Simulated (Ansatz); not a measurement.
SiC (model structure, started from the GeS type, Pnma, No. 62, 8 atoms in the cell), treated with PBEsol (Ansatz, a quantum-chemistry and plane-wave program, PAW).

From the output:

```
Crystal: 8 atoms, lattice volume = 94.268 Å³
Basis set: ecut = 520 eV, 2561 PW (Γ), exchange–correlation on 90×48×80 points (8 copies of the dense FFT grid, shifted against one another)
Bands: 24, of which v1, the nominal top of the filled ones, is band 16 counted from 1 (15 counted from 0)
Symmetry: 8 space group operations
Space group: Pnma (ITA 62), of the structure as read, at distance tolerance 4.6e-5 Å
k-points: 450 of 2304
Functional: x = pbesol(κ = 0.804, μ = 0.12345679012345678), c = pbesol(β = 0.046)
SCF iter   1: F=—  HF=-3473.154498 eV  |F-HF|=—  |Δ(HF+E_count)|=         —  Δρ=5.92e-3  dr2=3.73e-2
SCF iter   2: F=—  HF=-3473.146827 eV  |F-HF|=—  |Δ(HF+E_count)|=   7.67e-3  Δρ=2.05e-3  dr2=3.05e-3
  ...
SCF iter   6: F=—  HF=-3473.146466 eV  |F-HF|=—  |Δ(HF+E_count)|=   3.41e-7  Δρ=1.95e-6  dr2=3.23e-9
SCF iter   7: F=-3473.146466 eV  HF=-3473.146466 eV  |F-HF|=9.73e-11  |Δ(HF+E_count)|=  8.69e-10  Δρ=5.51e-7  dr2=2.97e-10
SCF 1 converged in 7 iterations: F = -3473.146466 eV  dr2 = 2.97e-10
SCF converged after 7 iterations
Free energy (F): -3473.146466 eV
Internal energy: -3473.146466 eV  (E = F + TS)
E sigma→0 (E₀):  -3473.146466 eV
Fermi energy:    8.956028 eV
--- Stress (GPa, compression-positive) ---
        0.007479      -0.000000      -0.000000
       -0.000000      -0.014226       0.000000
       -0.000000       0.000000       0.003518
  P = ⅓ Tr σ = -0.0011 GPa (-0.011 kbar)
```

### Question
Write an input file that could have produced this run (the log leaves some choices open).

### Answer
Several could match; the one computed here: 
Ansatz 0.2 input:
```yaml
crystal:
  lattice:
    - [5.8115217601, 0.0, 0.0]
    - [0.0, 3.1253063682, 0.0]
    - [0.0, 0.0, 5.1901987868]
  atoms:
    - { symbol: Si, position: [0.1593582011, 0.25, 0.4040231998] }
    - { symbol: Si, position: [0.3406417989, 0.75, 0.9040231998] }
    - { symbol: Si, position: [0.8406417989, 0.75, 0.5959768002] }
    - { symbol: Si, position: [0.6593582011, 0.25, 0.0959768002] }
    - { symbol: C, position: [0.8244362, 0.25, 0.3962588421] }
    - { symbol: C, position: [0.6755638, 0.75, -0.1037411579] }
    - { symbol: C, position: [0.1755638, 0.75, 0.6037411579] }
    - { symbol: C, position: [0.3244362, 0.25, 1.1037411579] }
basis:
  ecutwfc: 520
  ecutrho_ratio: 4
  xc_grid: 2
kpoints:
  mp_grid: { grid: [8, 18, 16] }
  band_path:
    path:
      - [0.0, 0.0, 0.0]
      - [0.1, 0.0, 0.0]
      - [0.2, 0.0, 0.0]
      - [0.3, 0.0, 0.0]
      - [0.4, 0.0, 0.0]
      - [0.5, 0.0, 0.0]
      - [0.5, 0.05, 0.0]
      - [0.5, 0.1, 0.0]
      - [0.5, 0.15, 0.0]
      - [0.5, 0.2, 0.0]
      - [0.5, 0.25, 0.0]
      - [0.5, 0.3, 0.0]
      - [0.5, 0.35, 0.0]
      - [0.5, 0.4, 0.0]
      - [0.5, 0.45, 0.0]
      - [0.5, 0.5, 0.0]
      - [0.4, 0.5, 0.0]
      - [0.3, 0.5, 0.0]
      - [0.2, 0.5, 0.0]
      - [0.1, 0.5, 0.0]
      - [0.0, 0.5, 0.0]
      - [0.0, 0.45, 0.0]
      - [0.0, 0.4, 0.0]
      - [0.0, 0.35, 0.0]
      - [0.0, 0.3, 0.0]
      - [0.0, 0.25, 0.0]
      - [0.0, 0.2, 0.0]
      - [0.0, 0.15, 0.0]
      - [0.0, 0.1, 0.0]
      - [0.0, 0.05, 0.0]
      - [0.0, 0.0, 0.1]
      - [0.0, 0.0, 0.2]
      - [0.0, 0.0, 0.3]
      - [0.0, 0.0, 0.4]
      - [0.0, 0.0, 0.5]
      - [0.1, 0.0, 0.5]
      - [0.2, 0.0, 0.5]
      - [0.3, 0.0, 0.5]
      - [0.4, 0.0, 0.5]
      - [0.5, 0.0, 0.5]
      - [0.5, 0.05, 0.5]
      - [0.5, 0.1, 0.5]
      - [0.5, 0.15, 0.5]
      - [0.5, 0.2, 0.5]
      - [0.5, 0.25, 0.5]
      - [0.5, 0.3, 0.5]
      - [0.5, 0.35, 0.5]
      - [0.5, 0.4, 0.5]
      - [0.5, 0.45, 0.5]
      - [0.5, 0.5, 0.5]
      - [0.4, 0.5, 0.5]
      - [0.3, 0.5, 0.5]
      - [0.2, 0.5, 0.5]
      - [0.1, 0.5, 0.5]
      - [0.0, 0.5, 0.5]
      - [0.0, 0.45, 0.5]
      - [0.0, 0.4, 0.5]
      - [0.0, 0.35, 0.5]
      - [0.0, 0.3, 0.5]
      - [0.0, 0.25, 0.5]
      - [0.0, 0.2, 0.5]
      - [0.0, 0.15, 0.5]
      - [0.0, 0.1, 0.5]
      - [0.0, 0.05, 0.5]
      - [0.5, 0.0, 0.1]
      - [0.5, 0.0, 0.2]
      - [0.5, 0.0, 0.3]
      - [0.5, 0.0, 0.4]
      - [0.0, 0.5, 0.1]
      - [0.0, 0.5, 0.2]
      - [0.0, 0.5, 0.3]
      - [0.0, 0.5, 0.4]
      - [0.5, 0.5, 0.1]
      - [0.5, 0.5, 0.2]
      - [0.5, 0.5, 0.3]
      - [0.5, 0.5, 0.4]
    npoints: 1
hamiltonian:
  xc: pbesol
  dispersion: none
  pseudopotentials: { kind: paw }
scf:
  occupations: { method: fermi_dirac, width: 0.05 }
  convergence: { dr2_threshold: 0.0000000008 }
output:
  forces: true
  stress: true
  eigenvalues: true
  write_bands: true
```

The PAW data were made under PBE.

Note: the relaxation could raise the start's symmetry but not lower it, so the cell can be a saddle point.

Computing time: around 90 core-seconds (rough).

A model structure was made by putting elements into a prototype or built by hand; it is no filed structure, need not be a known phase, and can be a saddle point held by its symmetry.
